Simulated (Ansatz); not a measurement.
The parent structure is Au in the hcp (Mg type) structure (space group P6_3/mmc, No. 194; a = 2.862 Å, c = 4.802 Å).

Modification: cell and atoms relaxed at a pressure of 5 GPa.

Levels (all Ansatz, a program for electronic structure, PAW): PBEsol (420 eV, no spin-orbit coupling); PBEsol+SOC (420 eV, noncollinear with spin-orbit coupling).

The geometry is relaxed with PBEsol.

```
Property          Result
---------------  -------
PBEsol pressure  5.0 GPa
```

Task: Predict the pressure from PBEsol+SOC.

Result: The pressure drops by 1.6 GPa to 3.4 GPa.

Single points use the geometry relaxed with PBEsol. Differences between runs with and without spin-orbit coupling are approximate. Load acts through the strain it causes; cell and atoms are relaxed under it. Whether these cells are dynamically stable was not tested. No other phases were tried under pressure. The base started in Cmcm and relaxed to P6_3/mmc at this level. This is not the structure that Au has at room temperature and ambient pressure.
